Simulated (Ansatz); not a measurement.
Faces of rutile IrO2 in 1x1 cells, as slabs relaxed from ideal cuts; for each face the lowest of the symmetric, stoichiometric cuts and spin starts that were computed. The slabs keep the symmetry of their cuts; real faces may buckle, or reconstruct in larger cells. No spin-orbit coupling, no Hubbard U.

All values below come from PBE (plane waves to 420 eV, PAW; Ansatz, a quantum-chemistry and plane-wave program).

```json
[
 {"face": "(001)", "cell area (Å²)": "20.51", "outermost plane spacing of the ideal cut (Å)": "1.59", "γ unrelaxed (J/m²)": "2.76", "γ relaxed (J/m²)": "2.39", "work function, top face (eV)": "(withheld)"},
 {"face": "(100)", "cell area (Å²)": "14.40", "outermost plane spacing of the ideal cut (Å)": "0.87", "γ unrelaxed (J/m²)": "2.13", "γ relaxed (J/m²)": "(withheld)", "work function, top face (eV)": "6.08"},
 {"face": "(101)", "cell area (Å²)": "25.06", "outermost plane spacing of the ideal cut (Å)": "0.80", "γ unrelaxed (J/m²)": "1.95", "γ relaxed (J/m²)": "1.63", "work function, top face (eV)": "5.29"},
 {"face": "(110)", "cell area (Å²)": "20.37", "outermost plane spacing of the ideal cut (Å)": "1.23", "γ unrelaxed (J/m²)": "1.55", "γ relaxed (J/m²)": "1.45", "work function, top face (eV)": "(withheld)"},
 {"face": "(111)", "cell area (Å²)": "28.91", "outermost plane spacing of the ideal cut (Å)": "0.86", "γ unrelaxed (J/m²)": "3.67", "γ relaxed (J/m²)": "2.14", "work function, top face (eV)": "5.86"}
]
```

Problem. Fill in the missing entries.

Solution. 
- (001), work function, top face (eV): 5.00
- (100), γ relaxed (J/m²): 1.91
- (110), work function, top face (eV): 6.00
